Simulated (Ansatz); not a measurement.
Method: PBE (plane waves to 420 eV, PAW; Ansatz, a first-principles code).

Host crystal: monoclinic HfO2, with a band gap (PBE, scalar-relativistic without spin-orbit coupling).

Electrostatic potential energy of an electron, averaged over planes parallel to the surface, in eV from the highest filled level, for Ni on the 1x1 (100) surface of monoclinic HfO2 (cut with top plane 2 O), one in a 1x1 cell, started at the site 'top O':

(z (Å), V (eV)): (5.34, 5.63); (5.64, 5.63); (5.94, 5.63); (6.23, 5.63); (6.53, 5.63); (6.83, 5.63); (7.13, 5.63); (7.42, 5.62); (7.72, 5.60); (8.02, 5.56); (8.31, 5.43); (8.61, 5.08); (8.91, 4.06); (9.20, 0.86); (9.50, -2.36); (9.80, -4.60); (10.09, -6.14); (10.39, -7.02); (10.69, -7.85); (10.98, -9.13); (11.28, -8.45); (11.58, -7.30); (11.88, -7.30); (12.17, -8.46); (12.47, -9.33); (12.77, -8.18); (13.06, -7.35); (13.36, -6.28); (13.66, -4.75); (13.95, -3.39); (14.25, -3.39); (14.55, -3.41); (14.84, -4.79); (15.14, -6.30); (15.44, -7.33); (15.73, -7.93); (16.03, -8.62); (16.33, -8.10); (16.63, -7.67); (16.92, -7.58); (17.22, -7.77); (17.52, -8.46); (17.81, -7.87); (18.11, -7.41); (18.41, -6.60); (18.70, -5.36); (19.00, -3.71); (19.30, -2.22); (19.59, -0.77); (19.89, -0.28); (20.19, 0.77); (20.48, 2.53); (20.78, 3.75); (21.08, 4.16); (21.38, 4.34); (21.67, 4.43); (21.97, 4.47); (22.27, 4.49); (22.56, 4.50); (22.86, 4.50); (23.16, 4.51); (23.45, 4.51); (23.75, 4.51); (24.05, 4.51); (24.34, 4.51)

Model: 25-atom slab, 9.3 Å thick at the start under the adsorbate (thin: gaps and levels are the slab's own), 4x4x1 mesh, Fermi-Dirac 0.01 eV, dipole correction, 12 atoms held, the rest relaxed; no symmetry held; spin-polarised, no spin-orbit, no U, no dispersion correction. The starting moment vanished. At the end it is bonded to 2 Hf + O. In PBE it is, or lies within 0.03 eV of, the lowest of the starts that converged.

Task: The surface cell has an area of 27.90 Å². What dipole along the normal does the step between the two vacuum levels imply?

Result: the top vacuum level lies 1.12 eV below the bottom one; p = −ε₀ A ΔV (ε₀ = 0.005526 e/(V·Å)) gives 0.17 e·Å a cell.
